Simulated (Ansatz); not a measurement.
```
BaHfO3
1.0
    4.20617     0.00000     0.00000
    0.00000     4.20617     0.00000
    0.00000     0.00000     4.20617
Ba Hf O
1 1 3
Direct
  0.00000   0.00000   0.00000
  0.50000   0.50000   0.50000
  0.00000   0.50000   0.50000
  0.50000   0.50000   0.00000
  0.50000   0.00000   0.50000
```

Spin-orbit coupling is not included. The cell is fixed at its relaxed static size. Melting and transitions to other phases are not modelled.

**Question.** Is this phase dynamically stable in the harmonic approximation, and at 300, 1000 K by the stochastic self-consistent harmonic approximation in a 2×2×2 supercell, Ansatz (a first-principles code), PBE functional, plane-wave PAW? Give the softest mode in each case.

**Answer.** Harmonic: softest mode 26 cm⁻¹ at q = (0.50, 0.50, 0.50), so stable at the wave vectors of the supercell. 300 K: stable, softest second derivative of the free energy 79 cm⁻¹ (error 1) at q = (0.50, 0.50, 0.50), at 1.3 GPa in this cell. 1000 K: stable, softest second derivative of the free energy 86 cm⁻¹ (error under 1) at q = (0.00, 0.50, 0.50), at 3.5 GPa in this cell. The verdict is statistical, holds for these wave vectors and this fixed cell alone, and errs towards stability where frames are few. Wave vectors are fractions of the primitive cell's reciprocal vectors.
